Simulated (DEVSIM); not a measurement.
System: illuminated Si p-on-n cell, one wavelength, at 300 K.

Layer 1 from the left is Si, thickness (μm) 0.0580, Na (cm⁻³) 1.9e18, τn (s) 3.6e-7, τp (s) 9.2e-8, absorption coefficient (cm⁻¹) 190. Layer 2 from the left is Si, thickness (μm) 240, Nd (cm⁻³) 6.2e16, τn (s) 3.3e-6, τp (s) 3.3e-6, absorption coefficient (cm⁻¹) 190.

Left contact: ohmic, minority electron recombination velocity 60000 cm/s. Right contact: ohmic, minority hole recombination velocity 10 cm/s. Voltage is applied to the left contact. Recombination: SRH at mid-gap, radiative, Auger. Light enters at the left, 5.4e17 photons cm⁻² s⁻¹, one pass, no reflection. Mobility is μmin + (μ − μmin)/(1 + (N/Nref)^α).

Constants are typed, rounded textbook-type inputs, not results; the design itself was drawn at random and stands for no fabricated device. Values at 300 K.

Si: gap (eV) 1.124, affinity (eV) 4.05, permittivity 11.7, Nc (cm⁻³) 2.86e19, Nv (cm⁻³) 3.1e19, μn (cm²/Vs) 1417, μp (cm²/Vs) 470, μn,min 52, μp,min 45, Nref,n 9.7e16, Nref,p 2.2e17, αn 0.68, αp 0.72, B (cm³/s) 4.7e-15, Cn (cm⁶/s) 2.8e-31, Cp (cm⁶/s) 9.9e-32.

Model (solved in DEVSIM): 1D drift-diffusion, Boltzmann statistics, complete ionisation; no tunnelling, impact ionisation, image-force lowering or self-heating.

Dark forward current:

| |V| (V) | |J| (A/cm²) |
|---|---|
| 0.05 | 4.825e-10 |
| 0.10 | 1.729e-9 |
| 0.15 | 5.285e-9 |
| 0.20 | 1.631e-8 |
| 0.25 | 5.543e-8 |
| 0.30 | 2.234e-7 |
| 0.35 | 1.101e-6 |
| 0.40 | 6.377e-6 |
| 0.45 | 4.064e-5 |
| 0.50 | 0.0002713 |
| 0.55 | 0.001848 |
| 0.60 | 0.01269 |
| 0.65 | 0.08679 |
| 0.70 | 0.5690 |
| 0.75 | 3.033 |
| 0.80 | 10.33 |
| 0.85 | 23.60 |
| 0.90 | 43.37 |
| 0.95 | 72.40 |
| 1.00 | 117.7 |
| 1.05 | 190.2 |
| 1.10 | 297.8 |
| 1.15 | 438.5 |
| 1.20 | 605.2 |
| 1.25 | 792.4 |
| 1.30 | 996.5 |

Question: Work out the local ideality factor n = ΔV / (kT/q · ln(J2/J1)) between the rows 0.15 and 0.20 V, 0.55 and 0.60 V, 1.25 and 1.30 V.

Answer: kT/q = 25.85 mV. From 0.15 to 0.20 V: ln(1.631e-8/5.285e-9) = 1.127, n = 1.72. From 0.55 to 0.60 V: ln(0.01269/0.001848) = 1.927, n = 1.00, near the 1 of diffusion or emission over a barrier. From 1.25 to 1.30 V: ln(996.5/792.4) = 0.229, n = 8.44.

Question: What current could the absorbed light give at most, and what share is collected?

Answer: Σ αd = 4.56, so qΦ(1 − exp(−Σ αd)) = 85.6 mA/cm². The simulated short-circuit current is 44.19 mA/cm², a share of 0.52.

Question: Estimate the open-circuit voltage by superposition: the voltage at which the dark current equals that short-circuit current.

Answer: Interpolating ln J in the table gives 0.632 V. The simulation gives 0.632 V, the same within the digits that matter. Superposition holds where collection doesn't change with voltage.

Question: Estimate the fill factor from FF0 = (v − ln(v + 0.72))/(v + 1), v = qVoc/(nkT), with n from the dark curve.

Answer: The rows about Voc, 0.60 and 0.65 V, give n = 1.01, so v = 24.3 and FF0 = 0.833. The simulation gives 0.834, the same within the digits that matter.
